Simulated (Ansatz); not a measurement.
Take Ca in the fcc (Cu type) structure (space group Fm-3m, No. 225; a = 5.456 Å; relaxed with 0.1 eV smearing) as the base. Axes: x, y, z lie along the cube axes.

Computed with plane-wave PAW DFT at the PBEsol level (Ansatz, an electronic-structure program, 420 eV), no SOC.

Before the change:

* **Volume per atom**: 40.60 Å³

Now apply this change: biaxial strain +1.00 %, plane normal [001], relaxed out of plane (Cartesian); in-plane vectors clamped, the third vector and the atoms free.

Task: Estimate the effect on the volume per atom.

Result: The volume per atom rises by 0.24 Å³, from 40.60 Å³ to 40.84 Å³.

Task: How does this affect the energy relative to the base?

Result: The energy rises by 0.4 meV/atom.

No phonon test of stability was made.
